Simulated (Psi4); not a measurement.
Psi4 1.11, BP86/def2-svp: Si(Me)2(OMe)(SiH3) (CO[Si](C)(C)[SiH3]), 18 atoms. The geometry is a generated start, not checked to be a minimum at this level.

```
Quantity                             Result
--------------------------  ---------------
task                                 energy
method                                 bp86
basis                              def2-svp
memory                                 3 GB
maxiter                                 100
keys of the molecule block      symmetry c1
scf_type                       df (default)
e_convergence               1e-06 (default)
d_convergence               1e-06 (default)
dft_radial_points              75 (default)
dft_spherical_points          302 (default)
basis functions                         152
grid points                          382807
```

```xyz
18

C     -2.2986     0.1453    -0.7910
O     -0.9961    -0.2722    -1.0501
Si     0.3177    -0.1817    -0.0718
C      0.0165    -1.1779     1.5393
C      1.6078    -1.0729    -1.1467
Si     0.8567     2.0155     0.4414
H     -2.7753    -0.5076    -0.0498
H     -2.3189     1.1725    -0.4124
H     -2.8655     0.0956    -1.7223
H      0.9137    -1.2309     2.1491
H     -0.7596    -0.7184     2.1480
H     -0.2969    -2.1984     1.3276
H      1.3032    -2.0865    -1.3882
H      2.5597    -1.1265    -0.6274
H      1.7720    -0.5476    -2.0822
H     -0.2317     2.7394     1.1191
H      1.1861     2.8410    -0.7273
H      2.0093     2.1114     1.3446
```

With the defaults (diis = true, scf_initial_accelerator = adiis, damping_percentage = 0, soscf = false, soscf_start_convergence = 0.01, diis_max_vecs = 10, guess = auto, which took SAD, level_shift = 0, level_shift_cutoff = 0.01) it converges in 9 SCF iterations. One run each on 2 threads, with these changes:
- level_shift = 0.1, level_shift_cutoff = 0.001
- soscf = true, soscf_start_convergence = 0.001
- diis = false, scf_initial_accelerator = none, damping_percentage = 60
- diis_max_vecs = 3
- guess = core
- level_shift = 0.5, level_shift_cutoff = 0.001
- guess = sap
- soscf = true, soscf_start_convergence = 0.1
- guess = sadno

Problem. Which of these changes keep the SCF from converging, or lead it to another solution?

Solution. No convergence: diis = false, scf_initial_accelerator = none, damping_percentage = 60 (the run ends without SCF convergence in 100 iterations). The rest reach the solution of the defaults.

```json
[
 {"setting": "soscf = true, soscf_start_convergence = 0.1", "SCF iterations": "7", "JK calls": "28", "end": "same solution"},
 {"setting": "soscf = true, soscf_start_convergence = 0.001", "SCF iterations": "8", "JK calls": "19", "end": "same solution"},
 {"setting": "the defaults", "SCF iterations": "9", "JK calls": "10", "end": "same solution"},
 {"setting": "level_shift = 0.5, level_shift_cutoff = 0.001", "SCF iterations": "9", "JK calls": "10", "end": "same solution"},
 {"setting": "level_shift = 0.1, level_shift_cutoff = 0.001", "SCF iterations": "9", "JK calls": "10", "end": "same solution"},
 {"setting": "guess = sadno", "SCF iterations": "10", "JK calls": "10", "end": "same solution"},
 {"setting": "guess = sap", "SCF iterations": "11", "JK calls": "11", "end": "same solution"},
 {"setting": "guess = core", "SCF iterations": "15", "JK calls": "15", "end": "same solution"},
 {"setting": "diis_max_vecs = 3", "SCF iterations": "16", "JK calls": "17", "end": "same solution"},
 {"setting": "diis = false, scf_initial_accelerator = none, damping_percentage = 60", "SCF iterations": "100", "JK calls": "101", "end": "no convergence"}
]
```

An SOSCF iteration holds several JK calls; a Hückel guess adds calls on atoms.
